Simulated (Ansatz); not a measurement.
We consider Lu2SiO5 (C2/c, No. 15, 32 atoms in the cell; start mp-16969), described by r²SCAN (PAW; Ansatz, a quantum-chemistry and plane-wave program).

Settings: plane-wave cutoff 560 eV, 6×6×4 k mesh (along the axes of the cell as run), Fermi–Dirac smearing 0.01 eV, scalar-relativistic PAW data made under PBE.

Cell (relaxed with PBEsol):

```
CELL_PARAMETERS angstrom
      7.12693    -3.31081    -0.00549
      7.12693     3.31081    -0.00549
     -5.41990     0.00000     8.61900
ATOMIC_POSITIONS crystal
  Lu 0.76401 0.51638 0.33657
  Lu 0.23599 0.48362 0.66343
  Lu 0.48362 0.23599 0.16343
  Lu 0.51638 0.76401 0.83657
  Lu 0.77961 0.29314 0.96610
  Lu 0.22039 0.70686 0.03390
  Lu 0.70686 0.22039 0.53390
  Lu 0.29314 0.77961 0.46610
  Si 0.72482 0.90964 0.69303
  Si 0.27518 0.09036 0.30697
  Si 0.09036 0.27518 0.80697
  Si 0.90964 0.72482 0.19303
  O  0.61501 0.42069 0.39793
  O  0.38499 0.57931 0.60207
  O  0.57931 0.38499 0.10207
  O  0.42069 0.61501 0.89793
  O  0.86973 0.72578 0.56142
  O  0.13027 0.27422 0.43858
  O  0.27422 0.13027 0.93858
  O  0.72578 0.86973 0.06142
  O  0.54987 0.85157 0.67614
  O  0.45013 0.14843 0.32386
  O  0.14843 0.45013 0.82386
  O  0.85157 0.54987 0.17614
  O  0.91851 0.90457 0.36418
  O  0.08149 0.09543 0.63582
  O  0.09543 0.08149 0.13582
  O  0.90457 0.91851 0.86418
  O  0.17127 0.58989 0.17627
  O  0.82873 0.41011 0.82373
  O  0.41011 0.82873 0.32373
  O  0.58989 0.17127 0.67627
```

Problem. Give the computed band gap.

Solution. 
- band gap: 5.03 eV

Note: cell and atoms aren't relaxed at this level (largest force component 0.43 eV/Å, pressure 0.5 GPa).

Spin–orbit coupling is not included.

The computed numbers hold no vibrational or temperature effects.

The result took very roughly 50 core-minutes.

A start named mp-… is a Materials Project structure, which need not be a measured phase.
